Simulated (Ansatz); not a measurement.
Consider HgS in the zinc blende structure (space group F-43m, No. 216; a = 5.812 Å).

Computed with Ansatz (a quantum-chemistry and plane-wave program), LDA, PAW, cutoff 420 eV, no SOC.

Strains are applied to the cell and any free atomic positions relax.

One change was made to it. Results:

| quantity | base | after |
|---|---|---|
| pressure | 0.0 GPa | -4.2 GPa |
| energy relative to the base (free energy F) | 0 meV/atom | +26 meV/atom |

Q: Name the change that was made.
A. isotropic strain +1.00 %
B. isotropic strain +2.50 %
C. isotropic strain −1.00 %

A: B, isotropic strain +2.50 %. For comparison, the energy relative to the base in the other runs: isotropic strain +1.00 % gives +4.5 meV/atom; isotropic strain −1.00 % gives +4.8 meV/atom.

A case with no gap was solved on a k-mesh chosen for an insulator, which is coarse for it. No phonon test of stability was made. All final runs are without spin polarisation.
